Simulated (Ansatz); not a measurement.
# Hypothetical rock salt BAs, response to strain

Take BAs in the rock salt structure (space group Fm-3m, No. 225; a hypothetical phase, not in the database extracts checked; relaxed with 0.1 eV smearing) as the base.

```yaml
crystal:
  lattice:
    - [0.00000, 2.30714, 2.30714]
    - [2.30714, 0.00000, 2.30714]
    - [2.30714, 2.30714, 0.00000]
  atoms:
    - { symbol: As, position: [0.00000, 0.00000, 0.00000] }
    - { symbol: B, position: [0.50000, 0.50000, 0.50000] }
```

Cartesian axes are those of the cell as printed.

Strains are applied to the cell and any free atomic positions relax; under biaxial strain the out-of-plane vector relaxes too; under stress the whole cell relaxes.

Computed with Kohn–Sham DFT with the PBE functional, run in Ansatz (an electronic-structure program) with PAW and 420 eV plane waves, spin-orbit coupling left out.

Candidates:
(a) biaxial strain +1.80 %, plane normal [110], relaxed out of plane
(b) uniaxial strain ε_zz = +0.28 %
(c) uniaxial stress, 5 GPa compression along z

Notes on the quantities. energy relative to the base: free energy F.

**Question.** Order them by energy relative to the base, highest first.

**Answer.** (a) biaxial strain +1.80 %, plane normal [110], relaxed out of plane (+5.8 meV/atom), (c) uniaxial stress, 5 GPa compression along z (+4.6 meV/atom), (b) uniaxial strain ε_zz = +0.28 % (+0.1 meV/atom)

A biaxial case was relaxed in a doubled cell and then solved in the primitive one. Beyond what the load breaks, stability against distortions was not tested. The final runs are not spin-polarised.
